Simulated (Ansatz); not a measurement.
Cubic perovskite EuTiO3 was calculated with r²SCAN-D4 (Ansatz, a quantum-chemistry and plane-wave program, plane waves, PAW).

Run with plane-wave cutoff 560 eV, 14×14×14 k mesh, Fermi–Dirac smearing 0.05 eV, spin-polarised with parallel moments, scalar-relativistic PAW data made under PBE.

Results at a series of volumes:

```csv
V (Å³/atom),E − E_lowest (meV/atom),P (GPa)
11.077,29.20,13.97
11.312,12.51,8.81
11.548,3.02,4.17
11.784,0.00,0.01
12.019,2.79,-3.74
12.255,10.81,-7.10
12.491,23.52,-10.13
```

Problem. Fit the third-order Birch–Murnaghan equation and give B0 and B′.

Solution. V0 = 11.784 Å³/atom, B0 = 197 GPa, B′ = 4.3 (fit to the energies at full precision).

Note: the magnetic order was assumed, not searched for or taken from measurement; the 4f shell is treated without U or exact exchange, so its levels and filling can be wrong; functionals without U or exact exchange can leave correlated insulators metallic, so the missing gap need not be real.

Spin–orbit coupling is not included; it can open a gap where bands touch, and shift volumes and moduli.

The computed numbers hold no vibrational or temperature effects.

It cost about 28 core-minutes (a rough figure) of CPU time.
